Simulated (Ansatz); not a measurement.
Start from SiO2 in the rutile structure (space group P4_2/mnm, No. 136; a = 4.236 Å, c = 2.690 Å).

Computed with Ansatz (a quantum-chemistry and plane-wave program), PBE, PAW, cutoff 420 eV, no SOC, earlier PAW set.

Before the change:

The valley order is Γ 5.05 eV; A (1/2, 1/2, 1/2) 6.85 eV. The volume per atom is 8.04 Å³.

Modification: cell and atoms relaxed at a pressure of 50 GPa.

Problem. How does this affect the valley order and volume per atom?

Solution. The valley order (the lowest conduction-band minima on the path, energy above the VBM, named in the base's zone) becomes Γ 6.90 eV; A (1/2, 1/2, 1/2) 8.29 eV (base: Γ 5.05 eV; A (1/2, 1/2, 1/2) 6.85 eV); the volume per atom shrinks by 1.02 Å³ to 7.02 Å³.

The levels and masses belong to the bands next to the band gap. Load acts through the strain it causes; cell and atoms are relaxed under it. No phonon test of stability was made. No other phases were tried under pressure.
